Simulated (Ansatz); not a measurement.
The structure below was relaxed with DFT with PBEsol, PAW potentials and a 420 eV plane-wave cutoff in Ansatz (a quantum-chemistry and plane-wave program), without spin-orbit coupling, at pressure 15 GPa.

```
CELL_PARAMETERS angstrom
      0.00000     2.54148     2.54148
      2.54148     0.00000     2.54148
      2.54148     2.54148     0.00000
ATOMIC_POSITIONS crystal
  Cl 0.00000 0.00000 0.00000
  Na 0.50000 0.50000 0.50000
```

Task: Find the space group and the Wyckoff positions.

Result: Space group Fm-3m (No. 225); a = b = c = 5.083 Å, α = β = γ = 90.00°

| atom | site | symmetry | x | y | z |
|---|---|---|---|---|---|
| Cl | 4a | m-3m | 0.0000 | 0.0000 | 0.0000 |
| Na | 4b | m-3m | 0.5000 | 0.5000 | 0.5000 |

Task: Describe the coordination.

Result: The crystal has 8 atoms in its conventional cell. Cell: a = 5.0830 Å, b = 5.0830 Å, c = 5.0830 Å, α = 90.00°, β = 90.00°, γ = 90.00°. Cl is surrounded by 6 Na at 2.541 Å (octahedral). Na is surrounded by 6 Cl at 2.541 Å (octahedral). (Neighbours: up to the widest gap in distance over summed covalent radii, below 1.35, at either atom; cation-cation and far metal-metal contacts left out.)

Load acts through the strain it causes; cell and atoms are relaxed under it. No phonon test of stability was made. Competing high-pressure phases were not computed. The cell was made from NaCl in the rock salt structure (space group Fm-3m, No. 225) by this change: pressure 15 GPa.
